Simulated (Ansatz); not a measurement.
## SiSe2 (model structure, started from the anatase type, I4₁/amd, No. 141, 6 atoms in the cell): properties by level of theory

```tsv
level (code)	equilibrium lattice constant a (Å)	lattice parameter c (Å)
PBE (Ansatz)	5.180	10.503
PBEsol (Ansatz)	[?]	[?]
PBE-D3(BJ) (Ansatz)	5.135	9.936
```

Problem. What belongs in the gaps?

Solution. 
- PBEsol (Ansatz, a quantum-chemistry and plane-wave program), equilibrium lattice constant a (Å): 5.103
- PBEsol (Ansatz), lattice parameter c (Å): 10.243

Ansatz's density-functional and Hartree–Fock values are scalar-relativistic unless marked +SOC, with PAW data made under PBE.

Static lattice: no zero-point or thermal effects.

A model structure was made by putting elements into a prototype or built by hand; it is no filed structure, need not be a known phase, and can be a saddle point held by its symmetry.
